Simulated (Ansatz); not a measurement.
Start from SiS2 (space group Ibam, No. 72; a = 6.366 Å, b = 11.127 Å, c = 5.593 Å; made of chains). Axes: x, y, z lie along a, b, c of the conventional cell.

Method: Ansatz (a first-principles code) PBE, spin-orbit coupling left out.

For the base:

```
Property    Value
--------  -------
Band gap  3.10 eV
```

Now apply this change: the cell is compressed by 4.71 % along x with no lateral relaxation, atoms relaxed at fixed cell.

Task: What does the calculation give for the band gap, largest internal atomic displacement and stress after the change?

Result: The band gap falls by 0.06 eV to 3.04 eV; the largest internal atomic displacement is 0.051 Å; the stress (xx, yy, zz, yz, xz, xy; compression positive) comes out as (0.09, 0.04, 0.00, 0.00, 0.00, 0.00) GPa.

The cells carry an imposed strain or load. Whether these cells are dynamically stable was not tested. No dispersion term is included, though the crystal is made of layers, chains or molecules, so its spacings can come out too wide.
